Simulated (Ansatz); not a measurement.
**Effect of biaxial strain +2.08 %, plane normal [111], relaxed out of plane on InP**

Consider InP in the zinc blende structure (space group F-43m, No. 216; a = 5.9070 Å). Axes: x, y, z lie along the cube axes.

Perturbation: tensile biaxial strain of 2.08 % in the plane normal to [111], as in epitaxy on a mismatched substrate; the out-of-plane cell vector and the atoms relax.

All numbers come from r2SCAN, PAW, 500 eV (Ansatz, a first-principles code; no spin-orbit coupling). Settings: 10×10×10 k-points, 0.05 eV Fermi–Dirac smearing.

Volume per atom: 26.53 Å³ (base 25.76 Å³)
Space group: R3m (No. 160) (base F-43m (No. 216))
Shortest interatomic distance: 2.563 Å (base 2.558 Å)
Energy relative to the base (free energy F): +9.7 meV/atom
Band gap: 0.72 eV (base 1.03 eV)
Gap character: direct at Γ (base direct at Γ)
Electron mass: 0.062 mₑ (at Γ) (base 0.074 mₑ (at Γ))
Hole mass: 0.054 mₑ out of plane, 2.0 mₑ in plane (at Γ)
Valence-band top at Γ (three highest levels, from the VBM): 0.00, -0.18, -0.18 eV (base 0.00, 0.00, 0.00 eV)
Valley order (the lowest conduction-band minima on the path, energy above the VBM, named in the base's zone): Γ 0.72 eV; L along [111] 1.33 eV; L along [1-1-1] 1.69 eV; X along [001] 1.91 eV (base Γ 1.03 eV; L along ⟨111⟩ 1.80 eV; X along ⟨100⟩ 2.04 eV)
Out-of-plane strain: -1.17 %
Ratio −ε⊥/ε∥: 0.56
Mean in-plane stress (compression positive): -2.8 GPa

Final structure (turned so that z lies along the plane normal):

```
CELL_PARAMETERS angstrom
      4.26372     0.00000     0.00000
      2.13186     3.69249     0.00000
      2.13186    -1.23083     3.37053
ATOMIC_POSITIONS crystal
  In 0.00343 0.99829 0.99486
  P  0.49657 0.25171 0.75514
```

Masses are band curvatures over ±0.01 Å⁻¹ around the edge. Stability against distortions was not tested. k-point labels follow each cell's own Brillouin zone.
